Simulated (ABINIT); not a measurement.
Troubleshooting ABINIT: a failed run on SnO2 (P4_2/nmc, 6 atoms in the cell). The aim is a self-consistent single point with DFT, PBE, plane waves, norm-conserving pseudopotentials (PseudoDojo nc-sr-05 PBE standard).

Cell that was meant: a = 3.6095 Å, b = 3.6095 Å, c = 5.1937 Å, α = 90.00°, β = 90.00°, γ = 90.00°.

Part of the input:

```
         6.8210250283    0.0000000000    0.0000000000
         0.0000000000    6.8210250283    0.0000000000
         0.0000000000    0.0000000000    9.8146970296
natom 7
ntypat 2
znucl 50 8
typat 1 1 2 2 2 2
```

The program printed (abridged):

```
 ++++++++++++++++++++++++++++++++++++++++++++++++++++++++++++++++++++++++++++++

 Netcdf library supports MPI-IO
-instrng: 34 lines of input have been read from file run.abi

 For atom type 1, psp file is ./Sn.upf
 For atom type 2, psp file is ./O.upf

 inpspheads: deduce mpsang = 4, n1xccc = 2501.

=======================================================
 invars1m : enter jdtset= 0

--- !WARNING
src_file: m_parser.F90
src_line: 353
message: |
    Attempted to read ndig: 5 integer digits
    from string(1:ndig)= `XCART` to initialize an integer variable
    iomsg: Bad integer for item 1 in list input
...

--- !ERROR
src_file: m_parser.F90
src_line: 2071
mpi_rank: 0
message: |
    An error occurred reading data for keyword ` TYPAT`,
    looking for 7 elements.
    There is a problem with the input string:
     XCART 0.0000000000 0.0000000000 0.0000000000 1.8047655000 1.8047655000 2.5968570000 0.0000000000 1.8047655000 1.0558820562 0.0000000000 1.8047655000 3.6527390562 1.8047655000 0.0000000000 1.5409749438 1.8047655000 0.0000000000 4.1378319438 [...]
    Maybe a disagreement between the declared dimension of the array,
    and the number of items provided.
    Action: correct your input file and especially the keyword:  TYPAT
...

 abinit_abort: decision taken to exit. Check above messages for more info
Abort(13) on node 0 (rank 0 in comm 0): application called MPI_Abort(MPI_COMM_WORLD, 13) - process 0

--- !ERROR
src_file: m_parser.F90
src_line: 2071
mpi_rank: 0
message: |
    An error occurred reading data for keyword ` TYPAT`,
    looking for 7 elements.
    There is a problem with the input string:
     XCART 0.0000000000 0.0000000000 0.0000000000 1.8047655000 1.8047655000 2.5968570000 0.0000000000 1.8047655000 1.0558820562 0.0000000000 1.8047655000 3.6527390562 1.8047655000 0.0000000000 1.5409749438 1.8047655000 0.0000000000 4.1378319438 [...]
    Maybe a disagreement between the declared dimension of the array,
    and the number of items provided.
    Action: correct your input file and especially the keyword:  TYPAT
...
```

Task: Read the log: what does the program object to, and what is the fix?

Result: The fault is an atom count that does not match the list of atoms; here the program stops on it instead of giving results. To fix it, make the count match the list. The program stopped before any SCF iteration.

An input that runs soundly differs in these lines (not the only fix; some lines may just follow from the change or write a value another way):
```diff
-natom 7
+natom 6
```

With that input, the run converged in 12 iterations: free energy E − TS -6090.42 eV; top of the valence band (on the code's own zero) 2.80 eV; gap on the k-point mesh 1.99 eV; pressure 3.54 GPa; largest force (vector length) 0.329 eV/Å (DFT, PBE, plane waves, norm-conserving pseudopotentials (PseudoDojo nc-sr-05 PBE standard)).

On the sound input: the starting cell was generated: these elements placed on a structure prototype, without a prior relaxation; it need not be a known phase or ordering of this composition. With a pressure of about 4 GPa the cell is away from its equilibrium volume at this level. The shifted mesh does not hold Γ, so a gap read on it misses any band edge there.
